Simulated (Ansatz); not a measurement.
Band structure of NbP (Pm-3m, 2 atoms in the cell).

```
NbP
1.0
    3.01709     0.00000     0.00000
    0.00000     3.01709     0.00000
    0.00000     0.00000     3.01709
Nb P
1 1
Direct
  0.00000   0.00000   0.00000
  0.50000   0.50000   0.50000
```

Method: LDA (PW92) with spin-orbit coupling, default PAW files made with PBE (plane waves; Ansatz, a program for electronic structure).

Settings: kpoints.mp_grid.grid = 6 6 6; kpoints.mp_grid.shift = 0.5 0.5 0.5; hamiltonian.xc = lda; hamiltonian.pseudopotentials = {kind: paw} (the program's default PAW files); magnetization.noncollinear = true; magnetization.spin_orbit = true; scf.occupations.method = gaussian; scf.occupations.width = 0.0073 Ry; kpoints.band_path.npoints = 10.

The starting cell was generated: these elements placed on a structure prototype, without a prior relaxation; it need not be a known phase or ordering of this composition. Its lattice was rescaled by a random factor within 2.5 % of one.

Levels in eV from the Fermi level, bands 15 to 22:
```json
[
 {"point": "Γ", "15": "0.16", "16": "0.16", "17": "0.37", "18": "0.37", "19": "0.37", "20": "0.37", "21": "2.08", "22": "2.08"},
 {"point": "X", "15": "-2.55", "16": "-2.55", "17": "-2.24", "18": "-2.24", "19": "2.76", "20": "2.76", "21": "4.18", "22": "4.18"},
 {"point": "M", "15": "-2.87", "16": "-2.87", "17": "-0.26", "18": "-0.26", "19": "-0.20", "20": "-0.20", "21": "1.91", "22": "1.91"},
 {"point": "R", "15": "-7.07", "16": "-7.07", "17": "3.66", "18": "3.66", "19": "4.21", "20": "4.21", "21": "4.21", "22": "4.21"}
]
```

Bands cross the Fermi level along this path, so the cell is metallic at this level.

The net moment of the cell came out as 0.00 μB.

Keys are those of Ansatz 0.2.
